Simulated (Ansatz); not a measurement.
Structure of amorphous hafnium silicate (Si$_{20}$Hf$_{4}$O$_{48}$) (periodic cell):

```xyz
72
Lattice="10.5907 0.1527 0.1457 0.1527 10.4880 -0.2658 0.1457 -0.2658 9.7740" Properties=species:S:1:pos:R:3 pbc="T T T"
Si     2.7256     9.0566     0.7239
Si     1.8854     3.9933     1.4481
Si     3.8665     5.9678     6.4825
Si     5.7289     2.3736     3.8370
Si     3.2083     3.4416     8.2505
Si     7.7781     2.6478     6.1655
Si     7.5271     2.7256     1.2166
Si     1.1658     8.9769     3.0595
Si     6.6128     7.5154     3.1744
Si     8.3559     7.6762     0.6383
Si     9.5895     4.7399     5.0510
Si     9.5138     5.1216     1.8796
Si     6.3409     9.4106     7.3977
Si     8.6643    10.2582     9.3932
Si     8.8500     9.0117     4.4095
Si     1.9713     1.1359     6.5541
Si     6.1623     3.6497     8.6482
Si     3.3837     8.9444     7.5467
Si     9.5992     0.2589     6.9858
Si     6.1980    10.0729     4.4146
Hf     7.2826     6.1243     7.3927
Hf     2.4221     3.9065     4.4002
Hf     3.6237     6.7581     2.9604
Hf     3.0455     1.0701     3.1319
O      2.1369     7.8390     3.7112
O      2.7161     3.9118     0.0732
O      7.9503     7.6513     4.1487
O      2.2294     2.2285     7.7573
O      6.8159     2.5441     2.6764
O      7.0393     7.7501     1.6278
O      7.3520     3.5784     7.4506
O      3.3540     5.6057     4.9292
O     10.1705     8.9682     3.4939
O      0.3817     0.8464     6.3754
O      5.5781     6.2762     3.2387
O      6.0192    10.2836     6.0063
O      6.3661     2.9178     0.1086
O      3.6118     7.7740     1.2599
O      3.4245    10.4681     1.2632
O      4.8762     9.2760     8.0909
O      1.9310     2.6883     2.4887
O      6.1962     5.2041     8.9684
O      7.7735    10.2113     3.9814
O      2.5810     5.0639     2.5093
O      5.1592     0.7571     3.8685
O      9.4160     6.6538     1.3676
O      8.3421     1.3659     0.8488
O      6.3969     2.5537     5.2884
O      1.2540     8.9364     1.4288
O      0.3641     4.4051     1.1943
O      2.8611    10.1850     6.5856
O      2.5487     1.9567     5.2152
O      8.9512     3.2385     5.2363
O      5.5690     8.7163     3.7511
O      1.6320    -0.0703     3.8204
O      8.3226     1.2416     6.7322
O      8.8503     5.6806     6.1301
O      2.5099     8.8308     8.9109
O      4.7598     3.0006     8.0834
O      8.8467     9.2428     0.5567
O      9.3515     5.1578     3.4870
O      3.3358     7.4955     6.7814
O      0.6398     4.3845     4.9899
O      9.4110     9.3592     5.9108
O      8.4422     4.0652     1.2512
O      6.9344     8.0201     6.8963
O      9.7273    -0.0516     8.5736
O      4.2782     3.0264     3.5584
O      7.2643    10.1402     8.5371
O      8.2912     6.8557     8.9340
O      2.9994     4.8169     7.3609
O      5.4428     5.7789     6.4886
```

Calculation: PBE, scalar-relativistic without spin-orbit coupling (plane waves to 420 eV, PAW; Ansatz, a first-principles code).

The cell was made by melting and quenching with the CHGNet potential and then relaxed with DFT. O atoms were pushed apart under 1.9 Å during the dynamics, to hinder bonds among them. The hot cell started wider than the set density and was brought back towards it in steps. It is the lowest in DFT energy of 2 quenches. It is a model cell: composition and starting density were chosen by hand, and all elements were melted together. No dispersion term was used. Its density started from a set value of 3.33 and ended at 3.13 g/cm³. The simulated quench (nominally 470 K/ps over its main leg) is rapid and tends to freeze in more defects than a deposited or slowly cooled glass has. Values belong to this one cell and scatter from quench to quench. Volume and shape were free in the relaxation.

Neighbours within Si-Si 2.60 Å, Si-Hf 2.89 Å, Si-O 1.90 Å, Hf-Hf 3.34 Å, Hf-O 2.65 Å, O-O 1.58 Å count as bonded. Two cations that share two anions don't count as bonded, nor two that share one unless they lie closer than Si-Si 2.38 Å, Si-Hf 2.81 Å, Hf-Hf 3.25 Å.

Give the coordination numbers, mean bond lengths and angles.


```json
{
 "Mean coordination of Si by anions": "4.00 (20 with 4)",
 "Mean coordination of Hf by anions": "5.75 (1 with 5, 3 with 6)",
 "Mean coordination of O": "2.15 (41 with 2, 7 with 3)",
 "Mean Si-O bond": "1.636 Å (spread 0.024 Å, 80 counted)",
 "Mean Hf-O bond": "2.123 Å (spread 0.160 Å, 23 counted)",
 "Bond angle at Si": "mean 109.4°, spread 5.2°",
 "Bond angle at Hf": "mean 102.9°, spread 29.0°",
 "Bond angle at O": "mean 132.6°, spread 19.9°"
}
```

Which atoms depart from the most common coordination of their element?

Hf23 has 5 (O38 1.98 Å, O25 1.99 Å, O35 2.03 Å, O44 2.04 Å, O32 2.30 Å); O31 has 3 (Si6 1.64 Å, Si17 1.69 Å, Hf21 2.55 Å); O32 has 3 (Si3 1.68 Å, Hf22 2.01 Å, Hf23 2.30 Å); O41 has 3 (Si2 1.67 Å, Hf24 2.07 Å, Hf22 2.32 Å); O44 has 3 (Si2 1.66 Å, Hf23 2.04 Å, Hf22 2.22 Å); O45 has 3 (Si20 1.68 Å, Si4 1.71 Å, Hf24 2.26 Å); O52 has 3 (Si16 1.67 Å, Hf22 2.12 Å, Hf24 2.32 Å); O68 has 3 (Si4 1.61 Å, Hf22 2.22 Å, Hf24 2.35 Å).

List the pairs of like atoms that count as bonded by the rules above.

There are none by these rules.

What Bader charges do the atoms carry, from a run on the zone centre alone?

Means (range): Si +3.28 e (+3.25 to +3.30), Hf +2.66 e (+2.63 to +2.69), O -1.59 e (-1.65 to -1.43).
| atom | charge (e) |
|---|---|
| Si1 | +3.25 |
| Si2 | +3.28 |
| Si3 | +3.26 |
| Si4 | +3.27 |
| Si5 | +3.28 |
| Si6 | +3.29 |
| Si7 | +3.30 |
| Si8 | +3.27 |
| Si9 | +3.25 |
| Si10 | +3.28 |
| Si11 | +3.27 |
| Si12 | +3.30 |
| Si13 | +3.28 |
| Si14 | +3.28 |
| Si15 | +3.28 |
| Si16 | +3.28 |
| Si17 | +3.26 |
| Si18 | +3.29 |
| Si19 | +3.29 |
| Si20 | +3.26 |
| Hf21 | +2.69 |
| Hf22 | +2.65 |
| Hf23 | +2.66 |
| Hf24 | +2.63 |
| O25 | -1.46 |
| O26 | -1.65 |
| O27 | -1.63 |
| O28 | -1.64 |
| O29 | -1.65 |
| O30 | -1.65 |
| O31 | -1.65 |
| O32 | -1.46 |
| O33 | -1.64 |
| O34 | -1.64 |
| O35 | -1.47 |
| O36 | -1.64 |
| O37 | -1.65 |
| O38 | -1.45 |
| O39 | -1.43 |
| O40 | -1.65 |
| O41 | -1.46 |
| O42 | -1.50 |
| O43 | -1.64 |
| O44 | -1.46 |
| O45 | -1.61 |
| O46 | -1.64 |
| O47 | -1.64 |
| O48 | -1.65 |
| O49 | -1.64 |
| O50 | -1.65 |
| O51 | -1.65 |
| O52 | -1.49 |
| O53 | -1.65 |
| O54 | -1.65 |
| O55 | -1.43 |
| O56 | -1.65 |
| O57 | -1.50 |
| O58 | -1.64 |
| O59 | -1.64 |
| O60 | -1.64 |
| O61 | -1.65 |
| O62 | -1.65 |
| O63 | -1.43 |
| O64 | -1.64 |
| O65 | -1.65 |
| O66 | -1.49 |
| O67 | -1.64 |
| O68 | -1.52 |
| O69 | -1.65 |
| O70 | -1.48 |
| O71 | -1.64 |
| O72 | -1.51 |
